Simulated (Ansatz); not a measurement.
## Os, response to strain and stress

The parent structure is Os in the hcp (Mg type) structure (space group P6_3/mmc, No. 194; a = 2.738 Å, c = 4.319 Å; relaxed with 0.1 eV smearing). Axes: x lies along a and z along c of the hexagonal cell.

Strains are applied to the cell and any free atomic positions relax; under stress the whole cell relaxes.

All numbers come from r2SCAN/PAW in Ansatz (a quantum-chemistry and plane-wave program), spin-orbit coupling left out, earlier PAW set.

Candidates:
(a) uniaxial stress, 1 GPa compression along x
(b) uniaxial strain ε_yy = −1.02 %
(c) uniaxial strain ε_yy = +0.66 %

Notes on the quantities. energy relative to the base: free energy F.

Problem. Order them by energy relative to the base, highest first.

Solution. (b) uniaxial strain ε_yy = −1.02 % (+3.7 meV/atom), (c) uniaxial strain ε_yy = +0.66 % (+1.5 meV/atom), (a) uniaxial stress, 1 GPa compression along x (+0.1 meV/atom)

Beyond what the load breaks, stability against distortions was not tested. All final runs are without spin polarisation.
